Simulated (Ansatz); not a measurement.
Abridged Ansatz (a quantum-chemistry and plane-wave program) output:

```
Pseudopotential: Ti, paw, valence charge 12
Pseudopotential: Be, paw, valence charge 2
Pseudopotential: Ba, paw, valence charge 10
Pseudopotential: O, paw, valence charge 6
Crystal: 10 atoms, lattice volume = 131.043 Å³
Basis set: ecut = 500 eV, 3329 PW (Γ), exchange–correlation on 120×120×288 points (64 copies of the dense FFT grid, shifted against one another)
Bands: 46, of which v1, the nominal top of the filled ones, is band 36 counted from 1 (35 counted from 0)
Symmetry: 8 space group operations
k-points: 45 of 324 (time reversal used)
Functional: x = r2scan, c = r2scan; τ floored in thin density (d = 2e-4 eV/Å³)
SCF iter   1: F=—  HF=-14490.905597 eV  |F-HF|=—  |Δ(HF+E_count)|=         —  Δρ=2.38e-2  dr2=1.02e0  dr2_τ=5.73e-1  ethr=1.77e-3  ⟨swp⟩=6.6  Hψ=9194  notcnv=0  defer=4
SCF iter   2: F=—  HF=-14491.035531 eV  |F-HF|=—  |Δ(HF+E_count)|=   1.30e-1  Δρ=1.23e-2  dr2=1.84e-1  dr2_τ=4.82e-2  ethr=1.42e-3  ⟨swp⟩=3.0  Hψ=3866  notcnv=0  defer=158
SCF 1 converged in 14 iterations: F = -14491.004377 eV  dr2 = 4.16e-10
SCF converged after 14 iterations
Free energy (F): -14491.004377 eV
Internal energy: -14491.003797 eV  (E = F + TS)
E sigma→0 (E₀):  -14491.004087 eV
Entropy (-TS):   -0.000581 eV (-0.058 meV/atom)
Fermi energy:    8.400068 eV
--- Forces (eV/Å), atoms counted from 1 ---
  atom   1  Ti     0.00000000     0.00000000     0.00145461
  atom   2  Ti     0.00000000     0.00000000     0.00205349
  atom   3  Be     0.00000000     0.00000000    -0.00088083
  atom   4  Ba     0.00000000     0.00000000    -0.00004975
  atom   5  O      0.00000000     0.00000000     0.00262423
  atom   6  O      0.00000000     0.00000000    -0.00451337
  atom   7  O     -0.00000000     0.00000000    -0.00172120
  atom   8  O     -0.00000000     0.00000000     0.00129038
  atom   9  O      0.00000000     0.00000000    -0.00172120
  atom  10  O      0.00000000     0.00000000     0.00129038
--- Stress (GPa, compression-positive) ---
        0.001376       0.000000       0.000000
        0.000000       0.001376       0.000000
        0.000000       0.000000      -0.009998
  P = ⅓ Tr σ = -0.0024 GPa (-0.024 kbar)
```

### Question
What was computed, and what are the main results?

### Answer
BaTi2BeO6, 10 atoms in the cell, with r2SCAN (Ansatz), without spin-orbit coupling. The last SCF converged to F = -14491.004377 eV, or -1449.1004 eV per atom, at a pressure of 0.00 GPa. The total energy compares only with runs of the same code, potentials and settings.

Each cell is one ordered arrangement of few atoms, which overstates ordering effects compared with a random alloy. No phonon test of stability was made. The final runs are not spin-polarised. The cell was made from BaTiO3 by this change: x(Be) = 0.5, 10 atoms, P4mm. Under x(Be) = 0.5, 10 atoms, P4mm the cell changed shape so far that it is another structure.
